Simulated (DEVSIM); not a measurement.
Structure: Pt/SiO2/p-Ge capacitor, at 400 K.

```
layer (left to right)  material  thickness (nm)  Na (cm⁻³)
---------------------  --------  --------------  ---------
1                          SiO2            3.30          -
2                            Ge            5400     1.2e16
```

Metal gate on the left, work function 5.6 eV. Fixed charge at the semiconductor interface -5.2e11 cm⁻² (in units of +e); no interface traps.

Constants are typed, rounded textbook-type inputs, not results; the design itself was drawn at random and stands for no fabricated device. Values at 300 K; Nc and Nv go as T^1.5, mobilities as T to minus their exponent, the gap by Varshni's rule with the affinity fixed.

| parameter | SiO2 | Ge |
|---|---|---|
| gap (eV) | 9 | 0.664 |
| affinity (eV) | 0.9 | 4 |
| permittivity | 3.9 | 16 |
| Nc (cm⁻³) | - | 1.04e19 |
| Nv (cm⁻³) | - | 6e18 |
| Varshni α (eV/K) | - | 0.000477 |
| Varshni β (K) | - | 235 |

Model (solved in DEVSIM): 1D Poisson equation in equilibrium, Boltzmann statistics, complete ionisation; no quantum confinement or tunnelling. Metal contacts follow the ideal Schottky-Mott rule: no Fermi-level pinning, no interface dipoles.

Base results: capacitance of the dielectric stack (μF/cm²) 1.05; threshold voltage (band bending 2φF) (V) 1.46; flat-band voltage (V) 1.28; minimum of the low-frequency capacitance (μF/cm²) 0.140.

**Question.** What follows from this one change: SiO2 thickness 0.0033 → 0.0013 μm?

**Answer.** capacitance of the dielectric stack 1.05 → 2.66 μF/cm²; threshold voltage (band bending 2φF) 1.46 → 1.39 V; flat-band voltage 1.28 → 1.24 V; minimum of the low-frequency capacitance 0.140 → 0.152 μF/cm².

**Question.** What follows from this one change: gate work function 5.6 → 5.3 eV?

**Answer.** capacitance of the dielectric stack little changed (1.05 μF/cm²); threshold voltage (band bending 2φF) 1.46 → 1.16 V; flat-band voltage 1.28 → 0.98 V; minimum of the low-frequency capacitance little changed (0.140 μF/cm²).
